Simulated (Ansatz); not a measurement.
Cubic perovskite CsPbF3

Calculation: LDA (Ansatz, a first-principles code, PAW).

Numerical settings: plane-wave cutoff 520 eV, 8×8×8 k mesh, Fermi–Dirac smearing 0.01 eV, scalar-relativistic PAW data made under PBE.

Cell (relaxed at this level):

```cif
data_CsF3Pb
_chemical_formula_sum 'Cs1 Pb1 F3'
_space_group_name_H-M_alt 'Pm-3m'
_space_group_IT_number 221
_space_group_name_Hall '-P 4 2 3'
_cell_length_a 4.72867
_cell_length_b 4.72867
_cell_length_c 4.72867
_cell_angle_alpha 90.000
_cell_angle_beta 90.000
_cell_angle_gamma 90.000
loop_
_atom_site_label
_atom_site_type_symbol
_atom_site_symmetry_multiplicity
_atom_site_Wyckoff_symbol
_atom_site_fract_x
_atom_site_fract_y
_atom_site_fract_z
_atom_site_occupancy
Cs1 Cs 1 a 0.00000 0.00000 0.00000 1
Pb1 Pb 1 b 0.50000 0.50000 0.50000 1
F1 F 3 c 0.00000 0.50000 0.50000 1
```

bulk modulus B0: 53.1 GPa
band gap: 2.33 eV
direct gap at Γ: 8.08 eV
pressure derivative B′ of the bulk modulus: 4.9

Spin–orbit coupling is not included; with these elements it can move the gap by several tenths of an eV or more.

Computed values are for the static lattice.

The result took roughly 100 core-seconds.
